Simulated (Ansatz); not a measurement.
Results of r²SCAN (PAW; Ansatz, a program for electronic structure) for CsCl-type NaI (model structure).

Run with plane-wave cutoff 500 eV, 8×8×8 k mesh, gaussian smearing 0.02 eV, scalar-relativistic PAW data made under PBE.

Cell (relaxed at this level):

```yaml
crystal:
  lattice:
    - [4.03850, 0.00000, 0.00000]
    - [0.00000, 4.03850, 0.00000]
    - [0.00000, 0.00000, 4.03850]
  atoms:
    - { symbol: Na, position: [0.00000, 0.00000, 0.00000] }
    - { symbol: I, position: [0.50000, 0.50000, 0.50000] }
```

**Question.** Give the computed band gap.

**Answer.** 
band gap: 3.06 eV (on the SCF k mesh)

Note: the relaxation could raise the start's symmetry but not lower it, so the cell can be a saddle point.

Spin–orbit coupling is not included; with these elements it can move the gap by several tenths of an eV or more.

Static lattice: no zero-point or thermal effects.

Cost on a shared machine: very roughly 22 core-seconds.

A model structure was made by putting elements into a prototype or built by hand; it is no filed structure, need not be a known phase, and can be a saddle point held by its symmetry.
